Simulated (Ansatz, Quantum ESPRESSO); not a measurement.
# BaB6 (P1, 7 atoms in the cell) computed with different codes at matched settings

Self-consistent single point, at a second geometry (atoms moved at random). First geometry:

```yaml
crystal:
  lattice:
    - [4.23065, 0.00000, 0.00000]
    - [0.00000, 4.23065, 0.00000]
    - [0.00000, 0.00000, 4.23065]
  atoms:
    - { symbol: Ba, position: [0.00000, 0.00000, 0.00000] }
    - { symbol: B, position: [0.20566, 0.50000, 0.50000] }
    - { symbol: B, position: [0.79434, 0.50000, 0.50000] }
    - { symbol: B, position: [0.50000, 0.20566, 0.50000] }
    - { symbol: B, position: [0.50000, 0.79434, 0.50000] }
    - { symbol: B, position: [0.50000, 0.50000, 0.20566] }
    - { symbol: B, position: [0.50000, 0.50000, 0.79434] }
```

Second geometry:
```
CELL_PARAMETERS angstrom
      4.23065     0.00000     0.00000
      0.00000     4.23065     0.00000
      0.00000     0.00000     4.23065
ATOMIC_POSITIONS crystal
  Ba 0.01548 0.97915 0.99687
  B  0.21117 0.50750 0.50470
  B  0.78112 0.48914 0.49436
  B  0.50137 0.23480 0.49922
  B  0.48087 0.78908 0.48679
  B  0.51165 0.49979 0.20701
  B  0.49833 0.50055 0.81105
```

Shared settings, as Ansatz (a quantum-chemistry and plane-wave program) writes them: kpoints.mp_grid.grid = 10 10 10; scf.occupations.method = gaussian; scf.occupations.width = 0.1 eV. Potentials and cutoffs stand in the table.

```tsv
code	model	ΔF from the first geometry (meV/atom)	pressure (GPa)	largest force (eV/Å)	cutoff
Quantum ESPRESSO	LDA (PZ), GBRV 1.5 ultrasoft (LDA) pseudopotentials	99.9	3.20	4.752	40 Ry
Ansatz	LDA (PW92), PAW files made with PBE	98.4	1.97	4.695	default
```

Size of the force on each atom (eV/Å): Sizes of forces hide their directions.

```tsv
code	Ba1	B2	B3	B4	B5	B6	B7
Quantum ESPRESSO	0.725	2.158	3.585	4.752	2.908	1.101	2.106
Ansatz	0.698	2.112	3.539	4.695	2.864	1.089	2.124
```

The spread over the programs that give each value: ΔF from the first geometry within 1.5 meV/atom; pressure within 1.23 GPa; largest force within 0.057 eV/Å.

Ansatz's pressure is given at a fixed set of plane waves, as the other plane-wave codes print theirs; with its correction for the finite basis it is 2.14 GPa. The same LDA comes in different parametrisations, which differ slightly.

The starting cell comes from a database of computed structures (which also holds hypothetical and non-ambient phases and stackings), without a prior relaxation at this level. Its lattice was rescaled by a random factor within 2.5 % of one. For this run, on top of that: atoms moved at random.

Keys are those of Ansatz 0.2.
